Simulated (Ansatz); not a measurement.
The starting structures come from a database of crystals and need not be the phases stable at ambient conditions.

By PBEsol, the system below comes out a metal.

Given:

```
BiIn
1.0
    4.76166     0.00000     0.00000
    0.00000     5.07194     0.00000
    0.00000     0.00000     4.76166
In Bi
2 2
Direct
  0.50000   0.49514   0.00000
  0.00000   0.50486   0.50000
  0.50000   0.00000   0.50000
  0.00000   0.00000   0.00000
```

Space group of this cell: P4/nmm. The cell is strained (all lengths scaled by 0.98).

The current flows along the normal of the first two printed cell vectors, the (100) plane of the conventional cell. No spin-orbit coupling; the value is a mean over 0.1 eV about the Fermi level.

**Question.** Predict the ballistic conductance per area from PBEsol (Ansatz, a program for electronic structure).

**Answer.** 0.87 × 10¹⁵ S/m² for both spins.
